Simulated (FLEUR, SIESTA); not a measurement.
A FLEUR input for a self-consistent single point of LaZnSbO (P4/nmm, 8 atoms in the cell) (DFT, PBEsol, all-electron FLAPW (FLEUR), scalar-relativistic valence):

Input of the input generator:

```
scf LaZnSbO
&input film=f /
1.0000000000 0.0000000000 0.0000000000
0.0000000000 1.0000000000 0.0000000000
0.0000000000 0.0000000000 2.2763635120
8.0660521883
1.0 1.0 1.0

8
57 -0.0000000000 0.5000000000 0.8806900000
57 0.5000000000 -0.0000000000 0.1193100000
30 -0.0000000000 -0.0000000000 0.5000000000
30 0.5000000000 0.5000000000 0.5000000000
51 0.5000000000 -0.0000000000 0.6801500000
51 0.0000000000 0.5000000000 0.3198500000
8 0.5000000000 0.5000000000 0.0000000000
8 -0.0000000000 -0.0000000000 0.0000000000

&comp jspins=1 /
&exco xctyp='PBEs' /
&kpt div1=5 div2=5 div3=3 /
&end /
```

```xml
<?xml version="1.0" encoding="UTF-8" standalone="no"?>
<fleurInput fleurInputVersion="0.39">
   <comment>
      scf LaZnSbO                                                                                         
   </comment>
   <calculationSetup>
      <cutoffs Kmax="4.1" Gmax="16.4" GmaxXC="16.4" numbands="0"/>
      <scfLoop itmax="100" minDistance="0.00001" maxIterBroyd="99" imix="Anderson" alpha="0.05" precondParam="0.0" spinf="2.0"/>
      <coreElectrons ctail="T" frcor="F" kcrel="0" coretail_lmax="0"/>
      <xcFunctional name="PBEs" relativisticCorrections="F"/>
      <magnetism jspins="1"/>
      <soc l_soc="F" theta="0.0" phi="0.0" spav="F"/>
      <expertModes spex="0" secvar="F"/>
      <geometryOptimization l_f="T" forcealpha="1.0" forcemix="BFGS" epsdisp="0.00001" epsforce="0.00001"/>
      <ldaU l_linMix="F" mixParam="0.05" spinf="1.0"/>
   </calculationSetup>
   <cell>
      <bzIntegration valenceElectrons="88.0" mode="gauss" fermiSmearingEnergy="0.00734986">
         <kPointListSelection listName="default-1"/>
         <!-- k-points included here -->
         <xi:include xmlns:xi="http://www.w3.org/2001/XInclude" href="kpts.xml"> </xi:include>
      </bzIntegration>
      <!-- symmetry operations included here -->
      <xi:include xmlns:xi="http://www.w3.org/2001/XInclude" href="sym.xml"> </xi:include>
      <bulkLattice scale="1.0">
         <bravaisMatrix>
            <row-1>    8.0660521883000005     0.0000000000000000     0.0000000000000000</row-1>
            <row-2>    0.0000000000000000     8.0660521883000005     0.0000000000000000</row-2>
            <row-3>    0.0000000000000000     0.0000000000000000    18.3612668873338762</row-3>
         </bravaisMatrix>
      </bulkLattice>
   </cell>
   <atomSpecies>
      <species name="Lanthanum (La)" element="La" atomicNumber="57">
         <mtSphere radius="2.68" gridPoints="925" logIncrement="0.014"/>
         <atomicCutoffs lmax="10" lnonsphr="8"/>
         <electronConfig flipSpins="F">
            <coreConfig>(1s1/2) (2s1/2) (2p1/2) (2p3/2) (3s1/2) (3p1/2) (3p3/2) (4s1/2) (3d3/2) (3d5/2) (4p1/2) (4p3/2) (4d3/2) (4d5/2)</coreConfig>
            <valenceConfig>(5s1/2) (5p1/2) (5p3/2) (6s1/2) (5d3/2) (5d5/2)</valenceConfig>
            <stateOccupation state="(5d3/2)" spinUp="0.2" spinDown="0.2"/>
            <stateOccupation state="(5d5/2)" spinUp="0.3" spinDown="0.3"/>
         </electronConfig>
         <energyParameters s="6" p="6" d="5" f="4"/>
         <lo type="SCLO" l="0" n="5" eDeriv="0"/>
         <lo type="SCLO" l="1" n="5" eDeriv="0"/>
      </species>
      <species name="Zinc (Zn)" element="Zn" atomicNumber="30">
         <mtSphere radius="2.43" gridPoints="839" logIncrement="0.015"/>
         <atomicCutoffs lmax="10" lnonsphr="8"/>
         <electronConfig flipSpins="F">
            <coreConfig>(1s1/2) (2s1/2) (2p1/2) (2p3/2) (3s1/2) (3p1/2) (3p3/2)</coreConfig>
            <valenceConfig>(4s1/2) (3d3/2) (3d5/2)</valenceConfig>
         </electronConfig>
         <energyParameters s="4" p="4" d="3" f="4"/>
         <lo type="HELO" l="2" n="4" eDeriv="0"/>
      </species>
      <species name="Antimony (Sb)" element="Sb" atomicNumber="51">
         <mtSphere radius="2.43" gridPoints="839" logIncrement="0.015"/>
         <atomicCutoffs lmax="10" lnonsphr="8"/>
         <electronConfig flipSpins="F">
            <coreConfig>(1s1/2) (2s1/2) (2p1/2) (2p3/2) (3s1/2) (3p1/2) (3p3/2) (4s1/2) (3d3/2) (3d5/2) (4p1/2) (4p3/2)</coreConfig>
            <valenceConfig>(5s1/2) (4d3/2) (4d5/2) (5p1/2) (5p3/2)</valenceConfig>
            <stateOccupation state="(5p1/2)" spinUp="0.5" spinDown="0.5"/>
            <stateOccupation state="(5p3/2)" spinUp="1.0" spinDown="1.0"/>
         </electronConfig>
         <energyParameters s="5" p="5" d="5" f="4"/>
         <lo type="SCLO" l="2" n="4" eDeriv="0"/>
      </species>
      <species name="Oxygen (O)" element="O" atomicNumber="8">
         <mtSphere radius="1.55" gridPoints="537" logIncrement="0.02"/>
         <atomicCutoffs lmax="6" lnonsphr="4"/>
         <electronConfig flipSpins="F">
            <coreConfig>(1s1/2)</coreConfig>
            <valenceConfig>(2s1/2) (2p1/2) (2p3/2)</valenceConfig>
            <stateOccupation state="(2p1/2)" spinUp="0.6666666666667" spinDown="0.6666666666667"/>
            <stateOccupation state="(2p3/2)" spinUp="1.3333333333333" spinDown="1.3333333333333"/>
         </electronConfig>
         <energyParameters s="2" p="2" d="3" f="4"/>
      </species>
   </atomSpecies>
   <atomGroups>
      <atomGroup species="Lanthanum (La)">
         <relPos label="                   1">-1.000/4.000 1.000/4.000 -.1193100000</relPos>
         <relPos label="                   2">1.000/4.000 -1.000/4.000 .1193100000</relPos>
         <force calculate="T" relaxXYZ="TTT"/>
      </atomGroup>
      <atomGroup species="Zinc (Zn)">
         <relPos label="                   3">-1.000/4.000 -1.000/4.000 1.000/2.000</relPos>
         <relPos label="                   4">1.000/4.000 1.000/4.000 1.000/2.000</relPos>
         <force calculate="T" relaxXYZ="TTT"/>
      </atomGroup>
      <atomGroup species="Antimony (Sb)">
         <relPos label="                   5">1.000/4.000 -1.000/4.000 -.3198500000</relPos>
         <relPos label="                   6">-1.000/4.000 1.000/4.000 .3198500000</relPos>
         <force calculate="T" relaxXYZ="TTT"/>
      </atomGroup>
      <atomGroup species="Oxygen (O)">
         <relPos label="                   7">1.000/4.000 1.000/4.000 .0000000000</relPos>
         <relPos label="                   8">-1.000/4.000 -1.000/4.000 .0000000000</relPos>
         <force calculate="T" relaxXYZ="TTT"/>
      </atomGroup>
   </atomGroups>
   <output dos="F" band="F" slice="F">
      <checks vchk="F" cdinf="F"/>
      <bandDOS minEnergy="-.5*Htr" maxEnergy="0.5*Htr" sigma="0.015" storeEVData="T"/>
      <vacuumDOS vacdos="F" integ="F" star="F" nstars="0" locx1="0.0" locy1="0.0" locx2="0.0" locy2="0.0" nstm="0" tworkf="0.0"/>
      <unfoldingBand unfoldBand="F" supercellX="1" supercellY="1" supercellZ="1"/>
      <plotting iplot="0" polar="F">
         <plot TwoD="T" vec1="  1.0  0.0  0.0" vec2="  0.0  1.0  0.0" vec3="  0.0  0.0  1.0" zero="  0.0  0.0  0.0" file="plot"/>
      </plotting>
      <chargeDensitySlicing numkpt="0" minEigenval="0.0" maxEigenval="0.0" nnne="0" pallst="F"/>
      <specialOutput eonly="F"/>
      <magneticCircularDichroism mcd="F" energyLo="-10.0" energyUp="0.0"/>
   </output>
  <!-- We include the file relax.xml here to enable relaxations (see documentation) -->
  <xi:include xmlns:xi="http://www.w3.org/2001/XInclude" href="relax.xml"> <xi:fallback/> </xi:include>
</fleurInput>
```

Translate this input to SIESTA.

One input that does it (others would too):

```
# files in the folder: La.psml Zn.psml Sb.psml O.psml (PseudoDojo PBEsol standard)
SystemName  LaZnSbO
SystemLabel siesta

NumberOfAtoms                8
NumberOfSpecies              4
%block ChemicalSpeciesLabel
  1 57 La
  2 30 Zn
  3 51 Sb
  4 8 O
%endblock ChemicalSpeciesLabel
LatticeConstant              4.268371 Ang
%block LatticeVectors
     1.000000000    0.000000000    0.000000000
     0.000000000    1.000000000    0.000000000
     0.000000000    0.000000000    2.276363512
%endblock LatticeVectors
AtomicCoordinatesFormat      ScaledCartesian
%block AtomicCoordinatesAndAtomicSpecies
     0.000000000    0.500000000    2.004770581  1
     0.500000000    0.000000000    0.271592931  1
     0.000000000    0.000000000    1.138181756  2
     0.500000000    0.500000000    1.138181756  2
     0.500000000    0.000000000    1.548268643  3
     0.000000000    0.500000000    0.728094869  3
     0.500000000    0.500000000    0.000000000  4
     0.000000000    0.000000000    0.000000000  4
%endblock AtomicCoordinatesAndAtomicSpecies

XC.functional                GGA
XC.authors                   PBEsol
PAO.BasisSize                DZP
PAO.EnergyShift              0.005 Ry
MeshCutoff                   400 Ry
%block kgrid.MonkhorstPack
    5   0   0  0.0
    0   5   0  0.0
    0   0   3  0.0
%endblock kgrid.MonkhorstPack
OccupationFunction           MP
OccupationMPOrder            0
ElectronicTemperature        200.0 meV

MaxSCFIterations             150
SCF.Mixer.Method             Broyden
SCF.Mixer.Weight             0.25
SCF.Mixer.History            6
SCF.DM.Tolerance             1.0E-04
Diag.ParallelOverK           true
WriteForces                  true
```

Basis settings and potentials, where a program has them, do not carry over. This input uses DFT, GGA PBEsol, numerical atomic orbitals DZP, PseudoDojo PBEsol standard norm-conserving potentials (rewritten from UPF to PSML).

The starting cell comes from a database of computed structures (which also holds hypothetical and non-ambient phases and stackings), without a prior relaxation at this level. Its lattice was rescaled by a random factor within 2.5 % of one.
